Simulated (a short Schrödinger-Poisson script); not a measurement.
**MOS inversion layer, HfO2 on p-type Si(100)**

Structure: MOS inversion layer, HfO2 on p-type Si(100), at 300 K.

```tsv
layer	material	thickness (nm)	Na (cm⁻³)
1	HfO2	8.9	-
2	Si	250	3e18
```

The device is made up for the run: typed textbook-type constants, with dimensions and the other settings drawn at random. HfO2: permittivity 22, conduction-band edge (eV) 1.55, gap (eV) 5.7, electron mass (mₑ) 0.2. Si: permittivity 11.7, conduction-band edge (eV) 0, gap (eV) 1.124, Nv at 300 K (cm⁻³) 3.1e19.

Channel valleys (confinement mass, in-plane density-of-states mass, number): Δ2 0.916, 0.19, 2; Δ4 0.19, 0.417, 4. At the gate the conduction-band edge of layer 1 lies 2.2 eV − eVg above the Fermi level of the channel; the field vanishes at the back. Gaps are held at their typed values at every temperature. Mesh 0.03 nm at interfaces.

From a short Schrödinger-Poisson script (our own, NumPy): 1D Poisson equation in equilibrium, electrons quantum, Hartree (BenDaniel-Duke, 12 states a valley, the channel's in-plane mass for all, wave functions ending at the dielectric), parabolic valleys, classical holes, full ionisation, no traps, pinning or gate leakage.

| Vg (V) | electrons (cm⁻²) | C (μF/cm²) | Δ2 E0 (meV) | Δ2 E1 (meV) | Δ4 E0 (meV) | Δ4 E1 (meV) |
|---|---|---|---|---|---|---|
| 0.85 | 2.82e6 | 0.439 | 369.3 | 479.7 | 471.2 | 646.1 |
| 0.9 | 1.19e7 | 0.431 | 331.9 | 444.4 | 435.7 | 614.3 |
| 0.95 | 5.10e7 | 0.423 | 294.2 | 408.7 | 399.8 | 582.1 |
| 1 | 2.20e8 | 0.417 | 256.2 | 372.7 | 363.7 | 549.4 |
| 1.05 | 9.56e8 | 0.412 | 218.1 | 336.5 | 327.3 | 516.5 |
| 1.1 | 4.16e9 | 0.417 | 179.9 | 300.1 | 290.8 | 483.3 |
| 1.15 | 1.78e10 | 0.459 | 142.3 | 264.3 | 254.8 | 450.5 |
| 1.2 | 6.92e10 | 0.610 | 106.9 | 230.6 | 221.1 | 419.6 |
| 1.25 | 2.12e11 | 0.896 | 77.5 | 202.9 | 193.3 | 394.2 |
| 1.3 | 4.73e11 | 1.17 | 55.9 | 182.8 | 173.3 | 376.0 |
| 1.35 | 8.27e11 | 1.35 | 40.3 | 168.8 | 159.3 | 363.4 |
| 1.4 | 1.24e12 | 1.47 | 28.6 | 158.5 | 149.2 | 354.3 |
| 1.45 | 1.69e12 | 1.54 | 19.2 | 150.5 | 141.4 | 347.4 |
| 1.5 | 2.16e12 | 1.59 | 11.3 | 144.0 | 135.1 | 341.9 |
| 1.55 | 2.64e12 | 1.62 | 4.5 | 138.5 | 129.7 | 337.3 |
| 1.6 | 3.14e12 | 1.65 | -1.7 | 133.8 | 125.2 | 333.3 |
| 1.65 | 3.65e12 | 1.67 | -7.2 | 129.6 | 121.1 | 329.9 |
| 1.7 | 4.17e12 | 1.69 | -12.4 | 125.7 | 117.5 | 326.8 |

Gate voltages with under 1e6 electrons/cm² are left out.

Subbands count from the Fermi level.
